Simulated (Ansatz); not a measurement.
Cost and result by functional for the adsorption energy of H on the 1x1 (111) surface of fcc Pt, one in a 2x2 cell, started at the site 'hollow Pt-Pt-Pt over Pt at depth 2.3 Å', in Ansatz (plane waves, PAW). Single points on the PBE structure, on one kind of machine; costs are rough ratios of the slab run's core time (references not counted) to the cheapest single point. r2SCAN's cost holds its higher cutoff (500 against 420 eV). Differences are taken against r2SCAN for comparison alone: no measured value is at hand, so the table doesn't rank accuracy.

Model: 17-atom slab, 6.9 Å thick at the start under the adsorbate (thin: gaps and levels are the slab's own), 6x6x1 mesh, Fermi-Dirac 0.1 eV, dipole correction, 8 atoms held, the rest relaxed; start symmetry kept, larger cells not searched; no spin, no spin-orbit, no U, no dispersion correction. At the end it is bonded to 3 Pt. In PBE this state lies 0.05 eV over the lowest of the starts that converged ('hollow Pt-Pt-Pt over Pt at depth 4.6 Å'). These notes are the PBE run's. Adsorption energies are against ½ H2(g). A negative adsorption energy means that the adsorbate is more stable on the surface than in its reference.

| functional | relative cost | adsorption energy (eV) | less r2SCAN (eV) |
|---|---|---|---|
| RPBE | 1 | -0.26 | 0.21 |
| r2SCAN | 2 | -0.46 | 0.00 |
| PBE (the relaxed run's value) | – | -0.42 | 0.05 |

The values span 0.21 eV, while the single points' costs differ by a factor of roughly 2. Differences are of unrounded values.

Ansatz is a quantum-chemistry and plane-wave program.
